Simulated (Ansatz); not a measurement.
# TiC: response to strain

Consider TiC in the rock salt structure (space group Fm-3m, No. 225; a = 4.328 Å; relaxed with 0.1 eV smearing). Axes: x, y, z lie along the cube axes.

Strains are applied to the cell and any free atomic positions relax.

Level of theory: Kohn–Sham DFT with the r2SCAN functional, run in Ansatz (a program for electronic structure) with PAW and 500 eV plane waves, scalar-relativistic without spin-orbit coupling.

Notes on the quantities. energy relative to the base: free energy F.

```csv
uniaxial strain ε_zz (%),energy relative to the base (meV/atom)
-3,16.9
-2.5,11.5
-2,7.2
-1.5,4.0
-1,1.7
-0.5,?
0,0.0
```

Task: Fit ΔE = Aε² + Bε³ (ε in %) to the rows shown and predict the withheld row.

Result: Least squares on the printed values gives A = 1.65 and B = -0.075 meV/atom (largest residual 0.0 meV/atom); this predicts 0.4 meV/atom, and the run gives 0.4 meV/atom, in agreement.

Whether these cells are dynamically stable was not tested. The final runs are not spin-polarised.
